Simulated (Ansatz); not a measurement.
Consider YN in the rock salt structure (space group Fm-3m, No. 225; a = 4.906 Å).

Calculations: DFT with PBE, PAW potentials and a 420 eV plane-wave cutoff in Ansatz (an electronic-structure program), no SOC.

For the base:

| Property | Value |
|---|---|
| Smallest direct gap | 0.61 eV |
| Lattice parameter a | 490.6 pm |
| Width of the top valence band | 2.22 eV |

Now apply this change: cell and atoms relaxed at a pressure of 1.5 GPa.

Estimate the effect on the smallest direct gap.

The smallest direct gap falls by 0.02 eV, from 0.61 eV to 0.59 eV.

Predict the new lattice parameter a.

The lattice parameter a falls by 1.5 pm (490.6 pm → 489.1 pm).

Predict the new width of the top valence band.

The width of the top valence band grows by 0.025 eV to 2.24 eV.

Load acts through the strain it causes; cell and atoms are relaxed under it. No phonon test of stability was made. The base started in P3_121 and relaxed to Fm-3m at this level. A zero or small gap of YN can be the functional's error rather than a property of the material.
